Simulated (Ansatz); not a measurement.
The starting structures come from a database of crystals and need not be the phases stable at ambient conditions.

 Where the default PAW files enter, the runs use the earlier of Ansatz's two default sets.

Tunnelling through a barrier is set by its complex band structure: the current falls as exp(−2κd) with the smallest κ.

Consider the following.

```xyz
6
Lattice="4.2239 0.0000 0.0000 0.0000 7.3816 0.0000 0.0000 0.0000 4.2239" Properties=species:S:1:pos:R:3 pbc="T T T"
Sr     2.1120     1.3649     0.0000
Sr     0.0000     6.0167     2.1120
Br     0.0000     2.5913     2.1120
Br     2.1120     4.7903     0.0000
F      2.1120     0.0000     2.1120
F      0.0000     0.0000     0.0000
```

Space group of this cell: P4/nmm. The cell is taken as given.

Transport runs along the normal of the first two printed cell vectors, the (100) plane of the conventional cell.

No gap correction and no spin-orbit coupling; mid-gap values are interpolated between computed energies.

Question: Compute, with r2SCAN in Ansatz (a program for electronic structure), the band gap and the smallest decay constant κ at mid-gap.

Answer: Gap 5.83 eV on a 8×4×8 mesh; κ = 0.366 1/Å, at the zone centre.
